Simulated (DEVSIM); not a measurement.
Structure: Schottky contact on n-type CdTe, at 300 K.

Layer 1 from the left is CdTe, thickness (μm) 7.00, Nd (cm⁻³) 1.1e16, τn (s) 3e-9, τp (s) 3e-9.

Left contact: Schottky, work function 5.47 eV, emission velocity 6.6e6 cm/s. Right contact: ohmic. Voltage is applied to the left contact. Recombination: SRH at mid-gap, Auger. Mobility is μmin + (μ − μmin)/(1 + (N/Nref)^α).

The device is made up for the run: typed textbook-type constants, with dimensions and the other settings drawn at random. Values at 300 K.

CdTe: gap (eV) 1.5, affinity (eV) 4.28, permittivity 10.2, Nc (cm⁻³) 8e17, Nv (cm⁻³) 1.8e19, μn (cm²/Vs) 1000, μp (cm²/Vs) 80, μn,min 100, μp,min 10, Nref,n 1e17, Nref,p 1e17, αn 0.6, αp 0.6, Cn (cm⁶/s) 1e-30, Cp (cm⁶/s) 1e-30.

### Question
Estimate by hand the built-in potential, the peak field at zero bias, the capacitance at -1.5 V, and compare with a numerical solution.

### Answer

- Built-in potential: barrier φB = 1.190 eV; Vbi = φB − kT/q ln(N_band/N) = 1.079 V; numerical 1.079 V.
- Peak field at zero bias: depletion approximation: W = √(2εVbi/(qN)) = 0.333 μm with N = 1.10e16 cm⁻³; field = 2Vbi/W = 64900 V/cm; numerical 64000 V/cm (estimate above by 1.4 %).
- Capacitance at -1.5 V: C = √(qεN / 2(Vbi + |V|)) = 17.6 nF/cm²; numerical 17.7 nF/cm².

Simulated with DEVSIM: 1D drift-diffusion, Boltzmann statistics, complete ionisation; no tunnelling, impact ionisation, image-force lowering or self-heating. Metal contacts follow the ideal Schottky-Mott rule: no Fermi-level pinning, no interface dipoles.
